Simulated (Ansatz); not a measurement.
Start from GaN in the wurtzite structure (space group P6_3mc, No. 186; a = 3.183 Å, c = 5.185 Å).

Structures relaxed with PBEsol (Ansatz, an electronic-structure program; PAW; 420 eV plane waves; spin-orbit coupling left out).

Base:

Simulated powder pattern, Co Kα, λ = 1.79026 Å (kinematic, ideal powder, no thermal factors, no anomalous dispersion; the 10 strongest lines at most, above 2 %, up to 2θ = 90°):

```
2θ (°)  I/Imax (%)    hkl
------  ----------  -----
37.90           44  (100)
40.39           36  (002)
43.16          100  (101)
56.59           20  (102)
68.46           29  (110)
75.37           31  (103)
81.01          4.5  (200)
82.60           27  (112)
84.46           16  (201)
87.34          2.9  (004)
```

After one change:

Simulated powder pattern, Co Kα, λ = 1.79026 Å (kinematic, ideal powder, no thermal factors, no anomalous dispersion; the 10 strongest lines at most, above 2 %, up to 2θ = 90°):

| 2θ (°) | I/Imax (%) |
|---|---|
| 34.19 | 100 |
| 34.25 | 44 |
| 36.29 | 98 |
| 38.60 | 32 |
| 38.70 | 69 |
| 39.01 | 79 |
| 39.22 | 41 |
| 61.17 | 37 |
| 61.28 | 56 |
| 67.31 | 31 |

Which change produced these results?
A. x(P) = 0.5, 8 atoms, Cm
B. x(P) = 0.75, 8 atoms, P3m1
C. x(P) = 0.5, 8 atoms, Pmc2_1

A, x(P) = 0.5, 8 atoms, Cm. Its volume per atom is 15.38 Å³ against 11.37 Å³, and its space group is Cm (No. 8).

These are small ordered cells, not random alloys; other orderings at the same x differ. Stability against distortions was not tested. All final runs are without spin polarisation.
